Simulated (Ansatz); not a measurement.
Take BAs in the zinc blende structure (space group F-43m, No. 216) as the base.

```
BAs
1.0
    0.00000     2.40468     2.40468
    2.40468     0.00000     2.40468
    2.40468     2.40468     0.00000
As B
1 1
Direct
  0.75000   0.75000   0.75000
  0.00000   0.00000   0.00000
```

All numbers come from Ansatz (an electronic-structure program), PBE, PAW, cutoff 420 eV, spin-orbit coupling left out, earlier PAW set.

One change was made to it. Results:

The band gap shrinks by 1.07 eV to 0.14 eV; the volume per atom increases by 7.16 Å³ to 21.07 Å³.

### Question
Which change produced these results?
A) As → Se
B) B → N
C) As → Bi

### Answer
C, As → Bi. For comparison, the band gap in the other runs: B → N gives zero; As → Se gives zero.

Spin-orbit coupling, missing from the scalar runs, can matter with Bi. Stability against distortions was not tested. As relaxed here, BiB, AsN and BSe are hypothetical phases, not in the database extracts checked. All final runs are without spin polarisation. An odd electron count without spin: BSe. The zero or small gap of BiB can change with the level of theory.
